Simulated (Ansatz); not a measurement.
## Ru, pressure series

Consider Ru in the hcp (Mg type) structure (space group P6_3/mmc, No. 194; a = 2.7222 Å, c = 4.2908 Å).

Cell and atoms are relaxed at each pressure.

Computed with PBE (Ansatz, an electronic-structure program, PAW, no spin-orbit coupling).

```tsv
pressure (GPa)	volume per atom (Å³/atom)
-2	13.858
-1	?
0	13.768
0.9	13.729
2.1	13.677
4.5	13.577
9	13.400
22.5	12.939
30	12.717
```

### Question
Fit the third-order Birch–Murnaghan form P(V) = (3B₀/2)[(V₀/V)^(7/3) − (V₀/V)^(5/3)]·[1 + (3/4)(B₀′ − 4)((V₀/V)^(2/3) − 1)] (squares taken in P) to the rows shown and predict the withheld row.

### Answer
Least squares on the printed values gives V₀ = 13.768 Å³/atom, B₀ = 311 GPa, B₀′ = 4.9; this predicts 13.813 Å³/atom, and the run gives 13.813 Å³/atom, in agreement.

Load acts through the strain it causes; cell and atoms are relaxed under it. Stability against distortions was not tested. No other phases were tried under pressure. The final runs are not spin-polarised.
